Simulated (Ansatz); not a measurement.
Troubleshooting Ansatz (a first-principles code): a failed run on Ti3Pt (P1, 8 atoms in the cell). The aim is a self-consistent single point with DFT, LDA (PW92), plane waves, default PAW files made with PBE.

Cell that was meant: a = 5.0300 Å, b = 5.0300 Å, c = 5.0300 Å, α = 90.00°, β = 90.00°, γ = 90.00°.

Part of the input:

Ansatz 0.2 input:
```yaml
    kind: paw
scf:
  occupations:
    method: smearing
    width: 0.1
output:
  forces: true
```

Output, abridged:

```
Error: YAML parse error: error: line 24 column 13: unknown occupation method `smearing` (expected fermi_dirac | gaussian | methfessel_paxton | cold | fixed | tetrahedron | tetrahedron_uncorrected | explicit)
  --> <input>:24:13
   |
22 | scf:
23 |   occupations:
24 |     method: smearing
   |             ^ unknown occupation method `smearing` (expected fermi_dirac | gaussian | methfessel_paxton | cold | fixed | tetrahedron | [...]
25 |     width: 0.1
26 | output:
   |
```

Task: Read the log: what does the program object to, and what is the fix?

Result: The fault is a value that the program does not know. The key takes a closed list of words, and names differ between codes. To fix it, use one of the words that the key accepts. The program stopped before any SCF iteration.

An input that runs soundly differs in these lines (not the only fix; some lines may just follow from the change or write a value another way):
```diff
-    method: smearing
+    method: fermi_dirac
```

With that input, the run converged in 7 iterations: free energy E − TS (on the zero of these files) -39196.9520 eV; Fermi level (on the code's own zero) 16.10 eV; pressure -7.58 GPa; largest force (vector length) 1.295 eV/Å (DFT, LDA (PW92), plane waves, default PAW files made with PBE).

On the sound input: the starting cell comes from a database of published, mostly measured structures (it also holds non-ambient and calculated ones), without a prior relaxation at this level. Its atoms were displaced at random from the sites of space group no. 223. Spin polarisation is off. With a pressure of about -8 GPa the cell is away from its equilibrium volume at this level. Forces in this geometry exceed 1 eV/Å. Ansatz's pressure includes its estimate of the finite-basis (Pulay) stress.
